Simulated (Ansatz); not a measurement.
Start from Ag in the simple cubic structure (space group Pm-3m, No. 221; a = 2.685 Å; a hypothetical phase, not in the database extracts checked; relaxed with 0.1 eV smearing). Axes: x, y, z lie along the cube axes.

Computed with Ansatz (a first-principles code) PBEsol, no spin-orbit coupling.

The change: tensor shear ε_xz = +2.14 % (engineering shear γ = 0.0428), atoms relaxed at fixed cell.

**Question.** What does the calculation give for the stress and energy relative to the base after the change?

**Answer.** The stress (xx, yy, zz, yz, xz, xy; compression positive) comes out as (0.0, 0.0, 0.0, 0.0, 0.7, 0.0) GPa; the energy drops by 1.7 meV/atom.

The cells carry an imposed strain or load. Whether these cells are dynamically stable was not tested. Under tensor shear ε_xz = +2.14 % the cell ends below the base's energy or with stress of the wrong sign: the atoms slid into a distortion or the cell is elastically unstable, so the base is not a stable minimum at this level.
